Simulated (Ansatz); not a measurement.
## HgS: isotropic strain −0.56 %

Base system: HgS (space group P3_221, No. 154; a = 4.4649 Å, c = 9.7582 Å; made of chains).

Now apply this change: the cell is scaled by 0.9944 in all directions, atoms relaxed at fixed cell.

Computed with Ansatz (an electronic-structure program) PBE, spin-orbit coupling left out. k-mesh 9×9×4 (Γ-centred); smearing 0.05 eV (Fermi–Dirac).

The space group is still P3_221 (No. 154) and the shortest interatomic distance is nearly the same (4.485 bohr against 4.488 bohr). The energy hardly moves and the pressure (mean of the normal stresses, compression positive) goes from zero to 0.15 GPa. The band gap drops by 0.04 eV, from 1.83 eV to 1.79 eV and the gap character is still indirect, Γ–A (67 % along) → Γ. The smallest direct gap falls by 0.041 eV (1.87 eV → 1.82 eV) and the mean gap deformation potential ΔEg/Δln V is +2.2 eV. The width of the top valence band rises by 0.03 eV to 0.59 eV and the electron mass remains 0.43 mₑ along c, 1.2 mₑ across (at Γ). The largest internal atomic displacement is 0.024 Å.

Final structure:

```
CELL_PARAMETERS angstrom
      4.43992     0.00000     0.00000
     -2.21996     3.84508     0.00000
      0.00000     0.00000     9.70358
ATOMIC_POSITIONS crystal
  Hg 0.76385 0.00000 0.66667
  Hg 0.00000 0.76385 0.33333
  Hg 0.23615 0.23615 0.00000
  S  0.45215 0.00000 0.16667
  S  0.00000 0.45215 0.83333
  S  0.54785 0.54785 0.50000
```

Spin-orbit coupling, missing from the scalar runs, can matter with Hg. Masses are band curvatures over ±0.01 Å⁻¹ around the edge. Stability against distortions was not tested. No dispersion term is included, though the crystal is made of layers, chains or molecules, so its spacings can come out too wide.
